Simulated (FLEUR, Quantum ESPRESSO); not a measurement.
A Quantum ESPRESSO input for a self-consistent single point of LaCu2 (P6/mmm, 3 atoms in the cell) (DFT, LDA (PZ), plane waves, GBRV 1.5 ultrasoft (LDA) pseudopotentials):

```fortran
&CONTROL
   calculation = 'scf',
   prefix = 'lacu2',
   outdir = './tmp',
   pseudo_dir = './',
   verbosity = 'high',
   tprnfor = .true.,
   tstress = .true.,
/
&SYSTEM
   ibrav = 4,
   celldm(1) = 8.1263699379,
   celldm(3) = 0.895511744173,
   nat = 3,
   ntyp = 2,
   ecutwfc = 50,
   ecutrho = 400,
   occupations = 'smearing',
   smearing = 'fermi-dirac',
   degauss = 0.0036749,
/
&ELECTRONS
   conv_thr = 1.0e-11,
/
ATOMIC_SPECIES
La   138.9055  la_lda_v1.uspp.F.UPF
Cu    63.5460  cu_lda_v1.2.uspp.F.UPF
ATOMIC_POSITIONS {crystal}
La    0.0000000000    0.0000000000    0.0000000000
Cu    0.3333333333    0.6666666667    0.5000000000
Cu    0.6666666667    0.3333333333    0.5000000000
K_POINTS {automatic}
9 9 9  0 0 0
```

Task: Translate this input to FLEUR.

Result: This is the input that was run; spellings and numerical settings could be chosen otherwise.

Input of the input generator:

```
scf LaCu2
&input film=f /
8.1263699379 0.0000000971 0.0000000000
-4.0631850531 7.0376427582 0.0000000000
0.0000000000 0.0000000000 7.2772597169
1.0
1.0 1.0 1.0

3
57 0.0000000000 0.0000000000 0.0000000000
29 0.3333333333 0.6666666667 0.5000000000
29 0.6666666667 0.3333333333 0.5000000000

&comp jspins=1 /
&exco xctyp='pz' /
&kpt div1=9 div2=9 div3=9 /
&end /
```

```xml
<?xml version="1.0" encoding="UTF-8" standalone="no"?>
<fleurInput fleurInputVersion="0.39">
   <comment>
      scf LaCu2                                                                                           
   </comment>
   <calculationSetup>
      <cutoffs Kmax="3.8" Gmax="13.3" GmaxXC="13.3" numbands="0"/>
      <scfLoop itmax="100" minDistance="0.00001" maxIterBroyd="40" imix="Anderson" alpha="0.05" precondParam="0.0" spinf="2.0"/>
      <coreElectrons ctail="T" frcor="F" kcrel="0" coretail_lmax="0"/>
      <xcFunctional name="pz" relativisticCorrections="F"/>
      <magnetism jspins="1"/>
      <soc l_soc="F" theta="0.0" phi="0.0" spav="F"/>
      <expertModes spex="0" secvar="F"/>
      <geometryOptimization l_f="T" forcealpha="1.0" forcemix="BFGS" epsdisp="0.00001" epsforce="0.00001"/>
      <ldaU l_linMix="F" mixParam="0.05" spinf="1.0"/>
   </calculationSetup>
   <cell>
      <bzIntegration valenceElectrons="33.0" mode="hist" fermiSmearingEnergy="0.00183747">
         <kPointListSelection listName="default-1"/>
         <!-- k-points included here -->
         <xi:include xmlns:xi="http://www.w3.org/2001/XInclude" href="kpts.xml"> </xi:include>
      </bzIntegration>
      <!-- symmetry operations included here -->
      <xi:include xmlns:xi="http://www.w3.org/2001/XInclude" href="sym.xml"> </xi:include>
      <bulkLattice scale="1.0">
         <bravaisMatrix>
            <row-1>    8.1263699378999998     0.0000000971000000     0.0000000000000000</row-1>
            <row-2>   -4.0631850530999998     7.0376427581999996     0.0000000000000000</row-2>
            <row-3>    0.0000000000000000     0.0000000000000000     7.2772597168999997</row-3>
         </bravaisMatrix>
      </bulkLattice>
   </cell>
   <atomSpecies>
      <species name="Lanthanum (La)" element="La" atomicNumber="57">
         <mtSphere radius="2.68" gridPoints="925" logIncrement="0.014"/>
         <atomicCutoffs lmax="10" lnonsphr="8"/>
         <electronConfig flipSpins="F">
            <coreConfig>(1s1/2) (2s1/2) (2p1/2) (2p3/2) (3s1/2) (3p1/2) (3p3/2) (4s1/2) (3d3/2) (3d5/2) (4p1/2) (4p3/2) (4d3/2) (4d5/2)</coreConfig>
            <valenceConfig>(5s1/2) (5p1/2) (5p3/2) (6s1/2) (5d3/2) (5d5/2)</valenceConfig>
            <stateOccupation state="(5d3/2)" spinUp="0.2" spinDown="0.2"/>
            <stateOccupation state="(5d5/2)" spinUp="0.3" spinDown="0.3"/>
         </electronConfig>
         <energyParameters s="6" p="6" d="5" f="4"/>
         <lo type="SCLO" l="0" n="5" eDeriv="0"/>
         <lo type="SCLO" l="1" n="5" eDeriv="0"/>
      </species>
      <species name="Copper (Cu)" element="Cu" atomicNumber="29">
         <mtSphere radius="2.19" gridPoints="757" logIncrement="0.016"/>
         <atomicCutoffs lmax="8" lnonsphr="6"/>
         <electronConfig flipSpins="F">
            <coreConfig>(1s1/2) (2s1/2) (2p1/2) (2p3/2) (3s1/2) (3p1/2) (3p3/2)</coreConfig>
            <valenceConfig>(4s1/2) (3d3/2) (3d5/2)</valenceConfig>
            <stateOccupation state="(4s1/2)" spinUp="0.5" spinDown="0.5"/>
         </electronConfig>
         <energyParameters s="4" p="4" d="3" f="4"/>
         <lo type="HELO" l="2" n="4" eDeriv="0"/>
      </species>
   </atomSpecies>
   <atomGroups>
      <atomGroup species="Lanthanum (La)">
         <relPos label="                   1">.0000000000 .0000000000 .0000000000</relPos>
         <force calculate="T" relaxXYZ="TTT"/>
      </atomGroup>
      <atomGroup species="Copper (Cu)">
         <relPos label="                   2">1.000/3.000 -1.000/3.000 1.000/2.000</relPos>
         <relPos label="                   3">-1.000/3.000 1.000/3.000 1.000/2.000</relPos>
         <force calculate="T" relaxXYZ="TTT"/>
      </atomGroup>
   </atomGroups>
   <output dos="F" band="F" slice="F">
      <checks vchk="F" cdinf="F"/>
      <bandDOS minEnergy="-.5*Htr" maxEnergy="0.5*Htr" sigma="0.015" storeEVData="T"/>
      <vacuumDOS vacdos="F" integ="F" star="F" nstars="0" locx1="0.0" locy1="0.0" locx2="0.0" locy2="0.0" nstm="0" tworkf="0.0"/>
      <unfoldingBand unfoldBand="F" supercellX="1" supercellY="1" supercellZ="1"/>
      <plotting iplot="0" polar="F">
         <plot TwoD="T" vec1="  1.0  0.0  0.0" vec2="  0.0  1.0  0.0" vec3="  0.0  0.0  1.0" zero="  0.0  0.0  0.0" file="plot"/>
      </plotting>
      <chargeDensitySlicing numkpt="0" minEigenval="0.0" maxEigenval="0.0" nnne="0" pallst="F"/>
      <specialOutput eonly="F"/>
      <magneticCircularDichroism mcd="F" energyLo="-10.0" energyUp="0.0"/>
   </output>
  <!-- We include the file relax.xml here to enable relaxations (see documentation) -->
  <xi:include xmlns:xi="http://www.w3.org/2001/XInclude" href="relax.xml"> <xi:fallback/> </xi:include>
</fleurInput>
```

Basis settings and potentials, where a program has them, do not carry over. This input uses DFT, LDA (Perdew-Zunger), all-electron FLAPW (FLEUR), scalar-relativistic valence. LDA parametrisations can differ slightly between programs.

The starting cell comes from a database of computed structures (which also holds hypothetical and non-ambient phases and stackings), without a prior relaxation at this level.
